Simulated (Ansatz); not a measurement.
Results of r²SCAN+SOC in Ansatz (plane waves, PAW) for hexagonal WC.

Numerical settings: plane-wave cutoff 560 eV, 24×24×20 k mesh (along the axes of the cell as run), Fermi–Dirac smearing 0.05 eV, PAW data made under PBE.

The cell is scaled about its equilibrium volume:

Shape and atoms are relaxed at each volume.

```tsv
V (Å³/atom)	P (GPa)	c (Å)	a (Å)
9.989	17.79	2.803	2.869
10.197	8.43	2.819	2.890
10.406	-0.01	2.835	2.911
10.614	-7.61	2.851	2.932
10.822	-14.46	2.866	2.953
```

Ansatz is a program for electronic structure.
